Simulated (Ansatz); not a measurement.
# A computed series for TiB2: response to strain

The reference is TiB₂ (space group P6/mmm, No. 191).

```
TiB2
1.0
    3.01738     0.00000     0.00000
   -1.50869     2.61313     0.00000
    0.00000     0.00000     3.18507
Ti B
1 2
Cartesian
  0.00000   0.00000   0.00000
  0.00000   1.74209   1.59254
  1.50869   0.87104   1.59254
```

Cartesian axes are those of the cell as printed.

Strains are applied to the cell and any free atomic positions relax.

Method: PBEsol (Ansatz, a program for electronic structure), no spin-orbit coupling.

Notes on the quantities. pressure: mean of the normal stresses, compression positive; energy relative to the base: free energy F.

| variant | shortest interatomic distance | pressure | energy relative to the base |
|---|---|---|---|
| base | 1.742 Å | 0.0 GPa | 0 meV/atom |
| isotropic strain −4.20 % | 1.669 Å | 44.1 GPa | +126 meV/atom |
| isotropic strain −2.33 % | 1.701 Å | 21.7 GPa | ___ |
| uniaxial strain ε_xx = +1.63 % | ___ | -4.4 GPa | +4.6 meV/atom |
| uniaxial strain ε_zz = −1.77 % | 1.742 Å | ___ | +3.9 meV/atom |
| uniaxial strain ε_zz = +1.37 % | 1.742 Å | -3.0 GPa | +2.2 meV/atom |

Task: What belongs in the blanks?

Result: 
- isotropic strain −2.33 %, energy relative to the base: +37 meV/atom
- uniaxial strain ε_xx = +1.63 %, shortest interatomic distance: 1.745 Å
- uniaxial strain ε_zz = −1.77 %, pressure: 4.3 GPa

A case with no gap was solved on a k-mesh chosen for an insulator, which is coarse for it. Without a gap, meshes like the base's 13×13×10 leave anisotropic stresses uncertain by several tenths of a GPa, and small strain energies with them. Stability against distortions was not tested. All final runs are without spin polarisation.
